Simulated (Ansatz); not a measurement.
Results of LDA in Ansatz (plane waves, PAW) for NbRu3 (model structure, started from the A15 type, Pm-3n, No. 223, 8 atoms in the cell).

Settings: plane-wave cutoff 520 eV, 12×12×12 k mesh, Fermi–Dirac smearing 0.05 eV, no spin polarisation, scalar-relativistic PAW data made under PBE.

Cell (relaxed at this level):

```cif
data_Nb2Ru6
_chemical_formula_sum 'Ru6 Nb2'
_space_group_name_H-M_alt 'P 1'
_space_group_IT_number 1
_cell_length_a 4.87106
_cell_length_b 4.87106
_cell_length_c 4.87106
_cell_angle_alpha 90.000
_cell_angle_beta 90.000
_cell_angle_gamma 90.000
loop_
_space_group_symop_operation_xyz
  'x, y, z'
loop_
_atom_site_label
_atom_site_type_symbol
_atom_site_fract_x
_atom_site_fract_y
_atom_site_fract_z
_atom_site_occupancy
Ru1 Ru 0.25000 0.00000 0.50000 1
Ru2 Ru 0.75000 0.00000 0.50000 1
Ru3 Ru 0.00000 0.50000 0.25000 1
Ru4 Ru 0.00000 0.50000 0.75000 1
Ru5 Ru 0.50000 0.25000 0.00000 1
Ru6 Ru 0.50000 0.75000 0.00000 1
Nb1 Nb 0.00000 0.00000 0.00000 1
Nb2 Nb 0.50000 0.50000 0.50000 1
```

Question: Estimate the bulk modulus B0 that the calculation returns.

Answer: 
- bulk modulus B0 = 293 GPa

Note: the run has no spin polarisation, so it can have missed a magnetic state; the bulk modulus is −V dP/dV from two relaxed cells at ±2 % in volume; the relaxation could raise the start's symmetry but not lower it, so the cell can be a saddle point.

Computed values are for the static lattice.

A model structure was made by putting elements into a prototype or built by hand; it is no filed structure, need not be a known phase, and can be a saddle point held by its symmetry.

Ansatz is a first-principles code.
